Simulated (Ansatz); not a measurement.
**Hypothetical diamond Ga under a change: 5 layers**

The reference is Ga in the diamond structure (space group Fd-3m, No. 227; a = 5.7579 Å; a hypothetical phase, not in the database extracts checked). Axes: x, y, z lie along the cube axes.

The change: a free-standing slab of 5 layers (10 atoms, 2 a layer) is cut normal to [110], with 15 Å of vacuum and the in-plane cell held at bulk.

Method: PBEsol (Ansatz, a first-principles code; PAW; 420 eV plane waves; scalar-relativistic without spin-orbit coupling). Settings: 12×8×1 k-points, 0.05 eV Fermi–Dirac smearing, for the changed cell.

The shortest interatomic distance decreases by 0.082 Å (2.493 Å → 2.411 Å) and the band gap remains zero. The excess energy per area of both faces (slab less bulk energy over the cell's area: twice a surface energy) is 1.2 J/m² (uncertain by up to 0.07 J/m²) and the thickness between the outermost nuclei amounts to 7.62 Å. The change of the spacing d12 from its bulk value of 2.036 Å is -8.0 % and the change of the spacing d23 from its bulk value of 2.036 Å is -4.8 %.

Final structure:

```yaml
crystal:
  lattice:
    - [4.07146, 0.00000, 0.00000]
    - [0.00000, 5.75792, 0.00000]
    - [0.00000, 0.00000, 23.14293]
  atoms:
    - { symbol: Ga, position: [0.75000, 0.51174, 0.33536] }
    - { symbol: Ga, position: [0.25000, 0.73826, 0.33536] }
    - { symbol: Ga, position: [0.25000, 0.01281, 0.41625] }
    - { symbol: Ga, position: [0.75000, 0.23719, 0.41625] }
    - { symbol: Ga, position: [0.75000, 0.50349, 0.50000] }
    - { symbol: Ga, position: [0.25000, 0.74651, 0.50000] }
    - { symbol: Ga, position: [0.25000, 0.01281, 0.58375] }
    - { symbol: Ga, position: [0.75000, 0.23719, 0.58375] }
    - { symbol: Ga, position: [0.75000, 0.51174, 0.66464] }
    - { symbol: Ga, position: [0.25000, 0.73826, 0.66464] }
```

The excess energy carries the mismatch between the slab's and the bulk's meshes. Stability against distortions was not tested.
